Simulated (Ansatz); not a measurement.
Start from TiN in the rock salt structure (space group Fm-3m, No. 225; a = 4.205 Å; relaxed with 0.1 eV smearing).

Method: PBEsol/PAW in Ansatz (an electronic-structure program), no SOC.

Before the change:

| Item | Result |
|---|---|
| Pressure | 0.0 GPa |

It is then changed as follows: an isotropic linear strain of +2.94 %, atoms relaxed at fixed cell.

Predict the new energy relative to the base and pressure.

The energy increases by 61 meV/atom; the pressure goes from zero to -21.6 GPa.

Whether these cells are dynamically stable was not tested. The base started in Pnma and relaxed to Fm-3m at this level. The final runs are not spin-polarised. An odd electron count without spin: TiN.
